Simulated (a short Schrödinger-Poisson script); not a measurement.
Stack: gated Al0.4Ga0.6N/GaN polarisation-induced gas, at 300 K.

```
layer     material  thickness (nm)  Na (cm⁻³)
-----  -----------  --------------  ---------
1      Al0.4Ga0.6N              30          -
2              GaN            6000       1e15
```

Constants are typed, rounded textbook-type inputs, not results; the design itself was drawn at random and stands for no fabricated device. Al0.4Ga0.6N: permittivity 9.26, conduction-band edge (eV) 0.58, gap (eV) 4.258, electron mass (mₑ) 0.248, Nv at 300 K (cm⁻³) 4.6e19. GaN: permittivity 9.5, conduction-band edge (eV) 0, gap (eV) 3.43, Nv at 300 K (cm⁻³) 4.6e19.

Channel valleys (confinement mass, in-plane density-of-states mass, number): Γ 0.2, 0.2, 1. At the gate the conduction-band edge of layer 1 lies 1.36 eV − eVg above the Fermi level of the channel; the field vanishes at the back. Sheet of polarisation charge: +2e13 e/cm² at 30 nm from the gate. The barrier under the gate holds no holes. Gaps are held at their typed values at every temperature. Mesh 0.08 nm at interfaces.

Solved with a short Schrödinger-Poisson script written for these runs: 1D Poisson equation in equilibrium, electrons quantum, Hartree plus LDA exchange-correlation (BenDaniel-Duke, 40 states a valley, the channel's in-plane mass for all, wave functions free to enter the barrier), parabolic valleys, classical holes, full ionisation, no traps, pinning or gate leakage.

The same stack at other levels of the model or other numerical settings:

```
run                                          sheet density of all electrons at Vg = 0.5 V (cm⁻²)  sheet density of all electrons at Vg = -6.5 V (cm⁻²)  capacitance at Vg = 0.5 V (μF/cm²)  centroid of the channel electrons at Vg = 0.5 V (nm)  rough cost against the base
-------------------------------------------  ---------------------------------------------------  ----------------------------------------------------  ----------------------------------  ----------------------------------------------------  ---------------------------
base                                                                                     1.85e13                                               6.97e12                               0.267                                                  1.64                      about 1
electrons treated as classical, Boltzmann                                                1.90e13                                               7.19e12                               0.272                                                  0.62                         0.01
electrons treated as classical, Fermi-Dirac                                              1.84e13                                               6.98e12                               0.265                                                  1.59                         0.05
electrons treated as quantum, Hartree                                                    1.84e13                                               6.90e12                               0.268                                                  1.78                          0.6
mesh six times as coarse                                                                 1.85e13                                               6.97e12                               0.268                                                  1.57                          0.3
one subband a valley                                                                     1.85e13                                               6.96e12                               0.266                                                  1.20                          0.3
```

The classical rows ignore confinement, and Boltzmann statistics overrate the density once the band edge passes the Fermi level.
